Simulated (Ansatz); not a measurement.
Start from SiO$_{2}$ in the rutile structure (space group P4_2/mnm, No. 136).

```xyz
6
Lattice="4.1852 0.0000 0.0000 0.0000 4.1852 0.0000 0.0000 0.0000 2.6688" Properties=species:S:1:pos:R:3 pbc="T T T"
Si     2.0926     2.0926     1.3344
Si     0.0000     0.0000     0.0000
O      3.3737     3.3737     1.3344
O      1.2811     2.9041     0.0000
O      2.9041     1.2811     0.0000
O      0.8115     0.8115     1.3344
```

Cartesian axes are those of the cell as printed.

Calculations: DFT with r2SCAN, PAW potentials and a 500 eV plane-wave cutoff in Ansatz (a first-principles code), scalar-relativistic without spin-orbit coupling.

Before the change:

| Property | Result |
|---|---|
| Band gap | 6.51 eV |
| Valence-band top at Γ | 0.00, -0.88, -0.88 eV |

It is then changed as follows: uniaxial stress, 5 GPa compression along x, with the cell and atoms free to relax against it.

Task: Estimate the effect on the energy relative to the base, band gap and valence-band top at Γ.

Result: The energy rises by 1.7 meV/atom; the band gap rises by 0.09 eV (6.51 eV → 6.60 eV); the valence-band top at Γ (three highest levels, from the VBM) becomes 0.00, -0.79, -0.93 eV (base: 0.00, -0.88, -0.88 eV).

Load acts through the strain it causes; cell and atoms are relaxed under it. Stability under load was not tested beyond the relaxation.
